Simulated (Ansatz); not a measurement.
L1₂ (Cu3Au-type) Ni3Fe: LDA at its full settings (plane-wave cutoff 520 eV, 16×16×16 k mesh, Fermi–Dirac smearing 0.05 eV, spin-polarised with parallel moments, scalar-relativistic PAW data made under PBE) and at cheaper ones, in a cell of 4 atoms with Γ-centred meshes.

| level and setting | equilibrium lattice constant a (Å) | bulk modulus B0 (GPa) |
|---|---|---|
| LDA (Ansatz) | 3.447 | 250 |
| LDA (Γ point alone) (Ansatz) | 3.677 | 147 |
| LDA (2×2×2 k mesh) (Ansatz) | 3.449 | 257 |
| LDA (4×4×4 k mesh) (Ansatz) | 3.448 | 255 |

Largest shifts from the full settings: lattice constant a +6.67 % (LDA (Γ point alone)), against a difference of -2.76 % of the full result from the reference 3.545 Å (measured, temperature not stated, copied from a table, unchecked, not corrected to a static lattice; as tabulated in Mineralogical Magazine 44, 225 (1981)); bulk modulus -41 % (LDA (Γ point alone)).

The full settings aren't shown to be converged themselves.

Ansatz's density-functional and Hartree–Fock values are scalar-relativistic unless marked +SOC, with PAW data made under PBE.

Run with cheap settings on purpose, which may leave them unconverged: LDA (2×2×2 k mesh), LDA (4×4×4 k mesh), LDA (Γ point alone).

Ansatz is an electronic-structure program.
